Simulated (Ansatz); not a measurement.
The (10-10) face of hcp Mg can be cut between different planes. Symmetric, stoichiometric slabs relaxed in the 1x1 cell (16.6 Å²): top plane Mg, 0.92 Å over the next in the ideal cut; top plane Mg, 1.85 Å over the next in the ideal cut.

All values below come from PBE (plane waves to 420 eV, PAW; Ansatz, a first-principles code).

**Question.** Put the candidates in order of surface energy, lowest first, for PBE.

**Answer.** the cut with an outer spacing of 0.92 Å (0.63 J/m²), the cut with an outer spacing of 1.85 Å (0.89 J/m²)
